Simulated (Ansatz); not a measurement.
# Pressure series in Au

The parent structure is Au in the fcc (Cu type) structure (space group Fm-3m, No. 225).

```yaml
crystal:
  lattice:
    - [0.00000, 2.07859, 2.07859]
    - [2.07859, 0.00000, 2.07859]
    - [2.07859, 2.07859, 0.00000]
  atoms:
    - { symbol: Au, position: [0.00000, 0.00000, 0.00000] }
```

Cell and atoms are relaxed at each pressure.

All numbers come from Kohn–Sham DFT with the PBE functional, run in Ansatz (a program for electronic structure) with PAW and 420 eV plane waves, no spin-orbit coupling.

Notes on the quantities. enthalpy: H = E + PV relative to the base's energy.

| change | enthalpy | volume per atom |
|---|---|---|
| base | – | 17.96 Å³ |
| pressure −2 GPa | -0.23 eV/atom | ? |
| pressure −1 GPa | -0.11 eV/atom | ? |
| pressure 0.9 GPa | +0.10 eV/atom | 17.85 Å³ |
| pressure 2.1 GPa | +0.23 eV/atom | 17.70 Å³ |
| pressure 4.5 GPa | +0.50 eV/atom | ? |
| pressure 9 GPa | +0.98 eV/atom | ? |
| pressure 15 GPa | +1.61 eV/atom | 16.51 Å³ |
| pressure 22.5 GPa | +2.37 eV/atom | 16.01 Å³ |
| pressure 30 GPa | +3.11 eV/atom | 15.59 Å³ |

Question: Some entries are withheld; estimate them.

Answer: 
- pressure −2 GPa, volume per atom: 18.24 Å³
- pressure −1 GPa, volume per atom: 18.09 Å³
- pressure 4.5 GPa, volume per atom: 17.43 Å³
- pressure 9 GPa, volume per atom: 17.00 Å³

Load acts through the strain it causes; cell and atoms are relaxed under it. Stability against distortions was not tested. Competing high-pressure phases were not computed.
